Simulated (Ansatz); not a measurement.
Troubleshooting Ansatz (an electronic-structure program): a failed run on a sheet of Bi2S3 (5 atoms in the cell). The aim is a self-consistent single point with DFT, PBE, plane waves, default PAW files.

Cell that was meant: a = 3.9408 Å, b = 3.9408 Å, c = 20.7921 Å, α = 90.00°, β = 90.00°, γ = 120.00°.

Part of the input:

```yaml
    - [3.94081300, 0.00000000, 0.00000000]
    - [-1.97040600, 3.41284400, 0.00000000]
    - [0.00000000, 0.00000000, 20.79214900]
 atoms:
    - { symbol: Bi, position: [0.33333300, 0.66666700, 0.41442400] }
    - { symbol: Bi, position: [0.00000000, 0.00000000, 0.58557600] }
    - { symbol: S, position: [0.00000000, 0.00000000, 0.33666600] }
```

Output, abridged:

```
Error: YAML parse error: error: line 2 column 3: crystal: missing field `atoms` (a structure is typed as `lattice` and `atoms`, a molecule's as `atoms` in Å alone, or read from a run's directory, `checkpoint`)
 --> <input>:2:3
  |
1 | crystal:
2 |   lattice:
  |   ^ crystal: missing field `atoms` (a structure is typed as `lattice` and `atoms`, a molecule's as `atoms` in Å alone, or read from a run's directory, `checkpoint`)
3 |     - [3.94081300, 0.00000000, 0.00000000]
4 |     - [-1.97040600, 3.41284400, 0.00000000]
  |
```

Task: From the messages shown, name the fault and mend the input.

Result: The fault is broken indentation. In YAML the indentation decides which section a key belongs to. To fix it, restore the indentation. The program stopped before any SCF iteration.

The sound input it was made from differs as follows (other fixes are possible):
```diff
- atoms:
+  atoms:
```

With that input, the run converged in 7 iterations: free energy E − TS (on the zero of these files) -27500.7781 eV; gap on the k-point mesh 1.27 eV; pressure averaged over the cell with its vacuum 0.89 GPa; largest force (vector length) 1.608 eV/Å (DFT, PBE, plane waves, default PAW files).

On the sound input: the starting cell was generated: these elements placed on a structure prototype, without a prior relaxation; it need not be a known phase or ordering of this composition. Its lattice was rescaled in the plane by a random factor within 2.5 % of one. Spin-orbit coupling is off. Forces in this geometry exceed 1 eV/Å.
